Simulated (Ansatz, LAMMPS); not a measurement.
**Amorphous Ge, 512 atoms, melt quenched at 10 K/ps, density 0.99 of the crystal's**

Cell 23.12 × 23.12 × 23.12 Å, Ge512, 512 atoms. Prepared with LAMMPS with Tersoff's 1989 multicomponent potential (SiCGe.tersoff): melt at 3500 K, cooled from 2600 to 500 K at 10 K/ps at fixed volume, minimised. 

Calculation: PBE, support functions at accuracy medium on the grid of 370 eV (norm-conserving potentials; Ansatz, an electronic-structure program).

Basis: localised support functions (accuracy medium) on a full density matrix. k-points: zone centre alone; occupations: Fermi-Dirac, 0.030 eV; spin polarisation not allowed. No spin-orbit coupling.

Geometry partly relaxed: the largest remaining force component is 0.174 eV/Å.

- energy over the perfect crystal(s), per atom: 0.190 eV/atom
- electronic character of the cell: no gap resolved at this smearing
- coordination (neighbours within 2.980 Å): 1.8 % 3-fold, 87.5 % 4-fold, 10.7 % 5-fold
- Ge-Ge bonds, mean ± spread: 2.545 ± 0.084 Å
- bond angles, mean ± spread: 108.3° ± 15.0°
- pressure: 0.11 GPa
- cost of the final run: about 30 core-minutes (a rough figure), 14 SCF iterations, 10 GiB
